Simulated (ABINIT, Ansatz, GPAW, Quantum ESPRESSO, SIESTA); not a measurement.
Ag (Fm-3m, 1 atom in the cell) computed with different codes at matched settings

Self-consistent single point, at a second geometry (lattice scaled by 0.98). First geometry:

```
Ag
1.0
    0.00000     2.04500     2.04500
    2.04500     0.00000     2.04500
    2.04500     2.04500     0.00000
Ag
1
Cartesian
  0.00000   0.00000   0.00000
```

Shared settings, as Ansatz (an electronic-structure program) writes them: kpoints.mp_grid.grid = 14 14 14; scf.occupations.method = gaussian; scf.occupations.width = 0.1 eV. Potentials and cutoffs stand in the table.

| code | model | ΔF from the first geometry (meV/atom) | pressure (GPa) | cutoff |
|---|---|---|---|---|
| SIESTA | GGA PBE, numerical atomic orbitals DZP, PseudoDojo PBE standard norm-conserving potentials (rewritten from UPF to PSML) | 39.0 | 9.65 | grid 400 Ry |
| Quantum ESPRESSO | PBE, GBRV 1.5 ultrasoft (PBE) pseudopotentials | 52.7 | 10.81 | 40 Ry |
| ABINIT | PBE, norm-conserving pseudopotentials (PseudoDojo nc-sr-05 PBE standard) | 51.0 | 12.33 | 41 Ha |
| GPAW | PBE, GPAW PAW datasets PBE (gpaw-data 1.0.1) | 50.5 | 12.40 | 600 eV |
| Ansatz | PBE, default PAW files | 51.1 | 12.46 | 420 eV |

For Quantum ESPRESSO (by 1.9 GPa) the energy change implies a higher mean pressure, against the two pressures, than for the other programs: a sign of finite-basis (Pulay) stress.

The spread over the programs that give each value: ΔF from the first geometry within 13.7 meV/atom; pressure within 2.81 GPa.

SIESTA uses small atom-centred bases, whose incompleteness enters pressures, forces and empty levels differently from a plane-wave cutoff. Ansatz's pressure is given at a fixed set of plane waves, as the other plane-wave codes print theirs; with its correction for the finite basis it is 12.54 GPa. In the pressure, SIESTA (by 2.72) and Quantum ESPRESSO (by 1.56) lie more than 1 GPa from the median of the plane-wave programs.

The starting cell has typed, rounded lattice constants, without a prior relaxation at this level. For this run, on top of that: lattice scaled by 0.98.

Left out of this page: Elk and FLEUR (not drawn, or without a comparable value).

Keys are those of Ansatz 0.2.
